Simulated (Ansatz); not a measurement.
Consider the following.

```yaml
crystal:
  lattice:
    - [3.09322, 0.00000, 0.00000]
    - [-1.54661, 2.67881, 0.00000]
    - [0.00000, 0.00000, 13.49859]
  atoms:
    - { symbol: Ta, position: [0.33333, 0.66667, 0.59059] }
    - { symbol: Ta, position: [0.66667, 0.33333, 0.40941] }
    - { symbol: Ta, position: [0.66667, 0.33333, 0.09059] }
    - { symbol: Ta, position: [0.33333, 0.66667, 0.90941] }
    - { symbol: Ga, position: [0.33333, 0.66667, 0.25000] }
    - { symbol: Ga, position: [0.66667, 0.33333, 0.75000] }
    - { symbol: C, position: [0.00000, 0.00000, 0.00000] }
    - { symbol: C, position: [0.00000, 0.00000, 0.50000] }
```

These are PBEsol, DFPT electron-phonon coupling, linearised Boltzmann equation (plane waves, PAW, scalar-relativistic; Ansatz, a quantum-chemistry and plane-wave program) values and carry that method's errors. How the cell was made: relaxed with this functional, without spin-orbit coupling.

Problem. Predict the intrinsic resistivity at 300 K.

Solution. 13.8 (x), 13.8 (y), 42 (z) μΩ·cm.

Problem. And the electrons' mean free path at that temperature?

Solution. 8.1 (x), 8.1 (y), 7.2 (z) nm, weighted by the current that each state carries. Wires not much wider than this gain resistivity from their walls.

A metal at this level (no band gap). Only scattering by harmonic phonons is included (no impurities, grain boundaries, electron-electron scattering or thermal expansion). Spin-orbit coupling is left out, which matters with elements this heavy. Halving the electron mesh (32x32x8) moves the resistivity by up to 7 % at 300 K, the mean free path by up to 4 %. Smearing 0.20 eV; phonons on a 5x5x1 q mesh, which this run doesn't test.

Computed structure with no diffraction record at hand here (it may be known, metastable or hypothetical): Ta2GaC (P6_3/mmc).
